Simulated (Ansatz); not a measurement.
Consider NaF in the rock salt structure (space group Fm-3m, No. 225; a = 4.629 Å). Axes: x, y, z lie along the cube axes.

Method: DFT with PBEsol, PAW potentials and a 420 eV plane-wave cutoff in Ansatz (an electronic-structure program), without spin-orbit coupling.

Perturbation: biaxial strain +0.83 %, plane normal [111], relaxed out of plane (Cartesian); in-plane vectors clamped, the third vector and the atoms free.

### Question
Predict the new energy relative to the base and out-of-plane strain.

### Answer
The energy grows by 0.5 meV/atom; the out-of-plane strain comes out as -0.60 %.

Stability against distortions was not tested.
